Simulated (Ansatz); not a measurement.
An Ansatz (a quantum-chemistry and plane-wave program) input (plane-wave PAW DFT at the LDA level (Ansatz, 420 eV), no SOC):

Ansatz 0.2 input:
```yaml
crystal:
  lattice:
    - [0, 2.0104393346, 2.0104393346]
    - [2.0104393346, 0, 2.0104393346]
    - [2.0104393346, 2.0104393346, 0]
  atoms:
    - { symbol: Ag, position: [0, 0, 0] }
basis: { ecutwfc: 420, ecutrho_ratio: 4, xc_grid: 2, fft_grid_basis: typed }
kpoints: { mp_grid: { grid: [28, 28, 28] } }
hamiltonian:
  xc: lda
  dispersion: none
  pseudopotentials: { kind: paw }
scf: { occupations: { method: fermi_dirac, width: 0.1 }, convergence: { dr2_threshold: 0.0000000001 } }
relax: { f_tol: 0.005, max_steps: 50 }
output: { forces: true, stress: true }
checkpoint: { write: state.ck, write_every: 1000 }
```

Question: Which symmetry and how many k-points will the program report, and about how many plane waves at Γ?

Answer: Space group Fm-3m (ITA 225) with 48 operations, k-points 624 of 21952, and 331 plane waves at Γ.

Question: And the final pressure?

Answer: -1.99 GPa (compression positive).

The cells carry an imposed strain or load. Whether these cells are dynamically stable was not tested. The cell was made from Ag in the fcc (Cu type) structure (space group Fm-3m, No. 225) by this change: isotropic strain +0.50 %.
